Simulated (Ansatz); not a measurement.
Take SnTe in the rock salt structure (space group Fm-3m, No. 225; a = 6.409 Å) as the base.

Structures relaxed with PBE in Ansatz (plane waves to 420 eV, PAW, spin-orbit coupling left out).

Base:

Simulated powder pattern, Cu Kα1, λ = 1.54056 Å (kinematic, ideal powder, no thermal factors, no anomalous dispersion; the 10 strongest lines at most, above 2 %, up to 2θ = 90°):

```tsv
2θ (°)	I/Imax (%)	hkl
27.82	100	(200)
39.74	76	(220)
49.21	27	(222)
57.47	13	(400)
65.02	35	(420)
72.14	26	(422)
85.66	8.2	(440)
```

It is then changed as follows: every lattice vector is stretched by 2.50 %; the atoms relax in the strained cell.

Question: Where do the lines fall after the change?

Answer: 
Simulated powder pattern, Cu Kα1, λ = 1.54056 Å (kinematic, ideal powder, no thermal factors, no anomalous dispersion; the 10 strongest lines at most, above 2 %, up to 2θ = 90°):

| 2θ (°) | d (Å) | I/Imax (%) | hkl |
|---|---|---|---|
| 27.12 | 3.285 | 100 | (200) |
| 38.74 | 2.323 | 77 | (220) |
| 47.93 | 1.896 | 28 | (222) |
| 55.94 | 1.642 | 13 | (400) |
| 63.25 | 1.469 | 36 | (420) |
| 70.12 | 1.341 | 26 | (422) |
| 83.10 | 1.161 | 8.3 | (440) |
| 89.42 | 1.095 | 18 | (600) |

The indices refer to the base's conventional cell; one index is shown for lines that coincide.

No phonon test of stability was made.

Ansatz is an electronic-structure program.
